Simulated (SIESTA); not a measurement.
Short convergence ladders for Ga (Cm, 4 atoms in the cell)

```
CELL_PARAMETERS angstrom
      2.24870    -3.81085     0.00000
      2.24870     3.81085     0.00000
      0.00000     0.00000     4.50735
ATOMIC_POSITIONS crystal
  Ga 0.15490 0.84510 0.93009
  Ga 0.34510 0.65490 0.41900
  Ga 0.65490 0.34510 0.58100
  Ga 0.84510 0.15490 0.08100
```

Base method: GGA PBEsol, numerical atomic orbitals TZP, PseudoDojo PBEsol standard norm-conserving potentials (rewritten from UPF to PSML) in SIESTA 5.4.2.

Base settings: XC.functional = GGA; XC.authors = PBEsol; potentials = PseudoDojo PBEsol standard; PAO.BasisSize = TZP; PAO.EnergyShift = 0.01 Ry; MeshCutoff = 300 Ry; kgrid.MonkhorstPack = 4 4 4; OccupationFunction = MP; OccupationMPOrder = 0; ElectronicTemperature = 100 meV.

**The k-point mesh**

The second cell is the first with its lattice scaled by 0.98.

Only quantities that move along the ladder and can be compared are tabulated.

| kgrid.MonkhorstPack | free energy less the last step's (meV/atom) | energy of the compressed cell less the first (meV/atom) | pressure (GPa) | largest difference of a force vector from the last step's (eV/Å) |
|---|---|---|---|---|
| 2 2 1 | 751.24 | 58.41 | 6.54 | 1.076 |
| 3 3 2 | 121.74 | 1.26 | -0.90 | 0.545 |
| 4 4 3 | -25.78 | 3.88 | -0.38 | 0.114 |
| 4 4 4 | -21.14 | 3.51 | -0.34 | 0.177 |
| 6 6 5 | -2.71 | 4.61 | -0.39 | 0.031 |
| 8 8 7 | 0.00 | 4.53 | -0.42 | 0.000 |

Coarsest kgrid.MonkhorstPack that holds the pressure within 1 GPa of the last step, with all finer ones: 3 3 2; the step before is off by 7.0 GPa.

Coarsest kgrid.MonkhorstPack that holds the energy of the compressed cell less the first within 0.5 meV/atom of the last step, with all finer ones: 6 6 5; the step before is off by 1.0 meV/atom.

Coarsest kgrid.MonkhorstPack that holds the forces within 0.02 eV/Å: not settled: the last two steps still differ by 0.031 eV/Å, over half the tolerance, so the ladder does not show it.

**The k-point mesh at a smearing width of 0.02 eV**

In this ladder: ElectronicTemperature = 20 meV.

Only quantities that move along the ladder and can be compared are tabulated.

| kgrid.MonkhorstPack | free energy less the last step's (meV/atom) | pressure (GPa) | largest difference of a force vector from the last step's (eV/Å) |
|---|---|---|---|
| 3 3 3 | -3.15 | -0.45 | 0.160 |
| 5 5 4 | -20.83 | -0.56 | 0.048 |
| 6 6 6 | 0.62 | -0.48 | 0.046 |
| 9 9 8 | 3.14 | -0.43 | 0.040 |
| 11 11 10 | 0.00 | -0.39 | 0.000 |

State of the pressure at the end of the ladder: still drifting one way, by 0.09 GPa over the last two steps, so the last step is no safe reference.

Coarsest kgrid.MonkhorstPack that holds the free energy within 5 meV/atom: not settled: the last two steps still differ by 3.1 meV/atom, over half the tolerance, so the ladder does not show it.

Coarsest kgrid.MonkhorstPack that holds the forces within 0.02 eV/Å: not settled: the last two steps still differ by 0.040 eV/Å, over half the tolerance, so the ladder does not show it.

**The k-point mesh at a smearing width of 0.3 eV**

In this ladder: ElectronicTemperature = 300 meV.

Only quantities that move along the ladder and can be compared are tabulated.

| kgrid.MonkhorstPack | free energy less the last step's (meV/atom) | pressure (GPa) | largest difference of a force vector from the last step's (eV/Å) |
|---|---|---|---|
| 3 3 3 | -4.38 | -0.11 | 0.143 |
| 5 5 4 | -21.34 | -0.60 | 0.055 |
| 6 6 6 | 1.03 | -0.39 | 0.032 |
| 9 9 8 | 1.87 | -0.38 | 0.017 |
| 11 11 10 | 0.00 | -0.38 | 0.000 |

Coarsest kgrid.MonkhorstPack that holds the forces within 0.02 eV/Å: not settled: the last two steps still differ by 0.017 eV/Å, over half the tolerance, so the ladder does not show it.

Coarsest kgrid.MonkhorstPack that holds the pressure within 0.2 GPa of the last step, with all finer ones: 6 6 6; the step before is off by 0.23 GPa.

Coarsest kgrid.MonkhorstPack that holds the free energy within 5 meV/atom of the last step, with all finer ones: 6 6 6; the step before is off by 21 meV/atom.

On the base run: the starting cell has typed, rounded lattice constants, without a prior relaxation at this level. Its lattice was rescaled by up to half a per cent. One atom was moved a little off its site on purpose. Values carry the incompleteness of an atom-centred basis. Without a gap this mesh is coarse (it stands for a supercell whose shortest vector is 18 Å).
